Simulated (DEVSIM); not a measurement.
Device: W/Al2O3/p-Si capacitor, at 300 K.

| layer (left to right) | material | thickness (nm) | Na (cm⁻³) |
|---|---|---|---|
| 1 | Al2O3 | 17.0 | - |
| 2 | Si | 6800 | 7.1e15 |

Metal gate on the left, work function 4.6 eV. Fixed charge at the semiconductor interface 2.2e12 cm⁻² (in units of +e); interface traps 3.6e11 cm⁻² eV⁻¹, uniform in energy, neutral level at 0.5 of the gap above the valence band.

This is a model device: material constants are rounded textbook-type values typed into the input, and sizes, dopings and lifetimes were drawn at random. Values at 300 K; Nc and Nv go as T^1.5, mobilities as T to minus their exponent, the gap by Varshni's rule with the affinity fixed.

| parameter | Al2O3 | Si |
|---|---|---|
| gap (eV) | 6.8 | 1.124 |
| affinity (eV) | 1.35 | 4.05 |
| permittivity | 9 | 11.7 |
| Nc (cm⁻³) | - | 2.86e19 |
| Nv (cm⁻³) | - | 3.1e19 |
| Varshni α (eV/K) | - | 0.000473 |
| Varshni β (K) | - | 636 |

DEVSIM, 1D Poisson equation in equilibrium, Boltzmann statistics, complete ionisation; no quantum confinement or tunnelling. Metal contacts follow the ideal Schottky-Mott rule: no Fermi-level pinning, no interface dipoles.

Base results: minimum of the low-frequency capacitance (μF/cm²) 0.0759; threshold voltage (band bending 2φF) (V) -0.29; flat-band voltage (V) -1.15.

Problem. What follows from this one change: fixed charge 2.2e+12 → 2.8e+12 cm^-2?

Solution. minimum of the low-frequency capacitance little changed (0.0759 μF/cm²); threshold voltage (band bending 2φF) -0.29 → -0.49 V; flat-band voltage -1.15 → -1.36 V.

Problem. What follows from this one change: temperature 300 → 500 K?

Solution. minimum of the low-frequency capacitance 0.0759 → 0.1000 μF/cm²; threshold voltage (band bending 2φF) -0.29 → -0.52 V; flat-band voltage -1.15 → -0.89 V.

Problem. What follows from this one change: substrate doping 7.1e+15 → 3.6e+14 cm^-3?

Solution. minimum of the low-frequency capacitance 0.0759 → 0.0583 μF/cm²; threshold voltage (band bending 2φF) -0.29 → -0.44 V; flat-band voltage -1.15 → -1.07 V.

Problem. What follows from this one change: interface trap density 3.6e+11 → 0 cm^-2 eV^-1?

Solution. minimum of the low-frequency capacitance 0.0759 → 0.0316 μF/cm²; threshold voltage (band bending 2φF) -0.29 → -0.33 V; flat-band voltage -1.15 → -1.11 V.
